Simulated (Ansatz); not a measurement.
**BaTiO3 under a change: uniaxial stress, 0.5 GPa tension along z**

Base system: BaTiO3 in the cubic perovskite structure (space group Pm-3m, No. 221; a = 3.9699 Å). Axes: x, y, z lie along the cube axes.

Perturbation: uniaxial stress, 0.5 GPa tension along z, with the cell and atoms free to relax against it.

Method: Ansatz (a first-principles code), PBEsol, PAW, cutoff 420 eV, no SOC. k-mesh 8×8×8 (Γ-centred); smearing 0.05 eV (Fermi–Dirac).

The volume per atom stays essentially unchanged (12.51 Å³ against 12.52 Å³) and the space group becomes P4/mmm (No. 123) (base: Pm-3m (No. 221)). The shortest interatomic distance hardly moves (198.5 pm against 198.4 pm) and the energy hardly moves. The band gap stays essentially unchanged (1.82 eV against 1.81 eV) and the gap character is indirect, A → Γ. The smallest direct gap stays 1.89 eV and the strain response (xx, yy, zz) is (−0.05, −0.05, +0.19) %.

Final structure:

```xyz
5
Lattice="3.9679 0.0000 0.0000 0.0000 3.9679 0.0000 0.0000 0.0000 3.9775" Properties=species:S:1:pos:R:3 pbc="T T T"
Ba     0.0000     0.0000     0.0000
Ti     1.9839     1.9839     1.9887
O      0.0000     1.9839     1.9887
O      1.9839     1.9839     0.0000
O      1.9839     0.0000     1.9887
```

Stability under load was not tested beyond the relaxation. The final runs are not spin-polarised. Many cubic perovskites are stable only at high temperature; tilts and polar distortions were not tested. This is not the structure that BaTiO3 has at room temperature and ambient pressure. k-point labels follow each cell's own Brillouin zone.
